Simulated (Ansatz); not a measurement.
We consider TaN (model structure, started from the NbAs type, I4₁md, No. 109, 4 atoms in the cell), described by PBEsol (Ansatz, an electronic-structure program, plane waves, PAW).

The input as run:

Ansatz 0.2 input:
```yaml
crystal:
  lattice:
    - [-1.4344212417, 1.4344212417, 5.0637191531]
    - [1.4344212417, -1.4344212417, 5.0637191531]
    - [1.4344212417, 1.4344212417, -5.0637191531]
  atoms:
    - { symbol: Ta, position: [0.4988387944, 0.4988387944, 0.0] }
    - { symbol: Ta, position: [0.2488387944, 0.7488387944, 0.5] }
    - { symbol: N, position: [0.9171612056, 0.9171612056, 0.0] }
    - { symbol: N, position: [0.6671612056, 0.1671612056, 0.5] }
basis:
  ecutwfc: 520
  ecutrho_ratio: 4
  xc_grid: 2
kpoints:
  mp_grid: { grid: [18, 18, 18] }
hamiltonian:
  xc: pbesol
  dispersion: none
  pseudopotentials: { kind: paw }
scf:
  occupations: { method: fermi_dirac, width: 0.01 }
output:
  forces: true
  stress: true
  eigenvalues: true
relax:
  f_tol: 0.004
  escape_saddle: false
  max_steps: 80
  cell: { stress_tol: 0.02, fix: [volume] }
```

Excerpt of the program's output:

```
Relaxation: its limit of steps is 80 (relax.max_steps)
Crystal: 4 atoms, lattice volume = 41.676 Å³
Basis set: ecut = 520 eV, 1127 PW (Γ), FFT grids on a1+a3, a2+a3, a3, exchange–correlation on 48×48×90 points (8 copies of the dense FFT grid, shifted against one another)
Bands: 22, of which v1, the nominal top of the filled ones, is band 18 counted from 1 (17 counted from 0)
Symmetry: 8 space group operations
Space group: I41md (ITA 109), of the structure as read, at distance tolerance 3.5e-5 Å
k-points: 480 of 5832 (time reversal used)
Functional: x = pbesol(κ = 0.804, μ = 0.12345679012345678), c = pbesol(β = 0.046)
SCF iter   1: F=—  HF=-20375.175794 eV  |F-HF|=—  |Δ(HF+E_count)|=         —  Δρ=1.76e-2  dr2=1.12e-1
SCF iter   2: F=—  HF=-20375.151527 eV  |F-HF|=—  |Δ(HF+E_count)|=   2.43e-2  Δρ=4.93e-3  dr2=3.06e-3
  ...
SCF 1 converged in 6 iterations: F = -20375.151715 eV  dr2 = 4.94e-9
Crystal: 4 atoms, lattice volume = 41.676 Å³
Initial density: handed on by an earlier stage of this run
SCF 2 converged in 6 iterations: F = -20375.151701 eV  dr2 = 2.77e-12
Crystal: 4 atoms, lattice volume = 41.676 Å³
SCF 3 converged in 6 iterations: F = -20375.151787 eV  dr2 = 8.31e-13
Crystal: 4 atoms, lattice volume = 41.676 Å³
SCF 4 converged in 6 iterations: F = -20375.151796 eV  dr2 = 2.30e-13
Crystal: 4 atoms, lattice volume = 41.676 Å³
SCF iter   7: F=-20375.151796 eV  HF=-20375.151796 eV  |F-HF|=7.28e-12  |Δ(HF+E_count)|=    0.00e0  Δρ=3.33e-9  dr2=5.02e-15
SCF iter   8: F=-20375.151796 eV  HF=-20375.151796 eV  |F-HF|=0.00e0  |Δ(HF+E_count)|=  7.28e-12  Δρ=1.41e-9  dr2=8.49e-16
SCF 5 converged in 8 iterations: F = -20375.151796 eV  dr2 = 8.49e-16
SCF converged after 8 iterations
Free energy (F): -20375.151796 eV
Internal energy: -20375.151796 eV  (E = F + TS)
E sigma→0 (E₀):  -20375.151796 eV
Fermi energy:    21.049055 eV
--- Forces (eV/Å), atoms counted from 1 ---
  atom   1  Ta    -0.00000000    -0.00000000     0.00000408
  atom   2  Ta     0.00000000     0.00000000     0.00000408
  atom   3  N     -0.00000000    -0.00000000    -0.00000408
  atom   4  N      0.00000000     0.00000000    -0.00000408
--- Stress (GPa, compression-positive) ---
        7.629042       0.000000      -0.000000
        0.000000       7.629042      -0.000000
       -0.000000      -0.000000       7.629814
  P = ⅓ Tr σ = 7.6293 GPa (76.293 kbar)
```

The cell is one volume of an energy–volume scan, off the minimum.

The PAW data were made under PBE.

Note: the relaxation could raise the start's symmetry but not lower it, so the cell can be a saddle point.

A model structure was made by putting elements into a prototype or built by hand; it is no filed structure, need not be a known phase, and can be a saddle point held by its symmetry.
